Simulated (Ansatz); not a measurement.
Seebeck coefficient (μV/K, mean over directions) of n-type GaN (P6_3mc) against carrier density, PBE with spin-orbit coupling, rigid bands in Ansatz (an electronic-structure program). Computed gap 1.93 eV; densities at which minority carriers matter at this gap, or further valleys turn the trend, are left out. Conductivity mass 0.183 mₑ (harmonic mean over directions), N_c = 1.9e18 cm⁻³ at 300 K.

| electron density | 300 K | 500 K |
|---|---|---|
| 1e16 cm⁻³ | -665 | -733 |
| 1e17 cm⁻³ | -467 | -535 |
| 1e18 cm⁻³ | -272 | -338 |
| 3e18 cm⁻³ | -186 | -248 |
| 1e19 cm⁻³ | -106 | -157 |
| 3e19 cm⁻³ | -57 | [?] |
| 1e20 cm⁻³ | -28 | -47 |
| 3e20 cm⁻³ | -16 | [?] |
| 1e21 cm⁻³ | [?] | -15 |

Question: Fill in the missing entries.

Answer: 
- 3e19 cm⁻³, 500 K: -92
- 3e20 cm⁻³, 500 K: -26
- 1e21 cm⁻³, 300 K: -9

Rigid bands with a gap fixed in temperature, one relaxation time for all states, no polarons or phonon drag, and whether or not such doping can be reached. Geometry: cell and atoms relaxed with PBEsol.
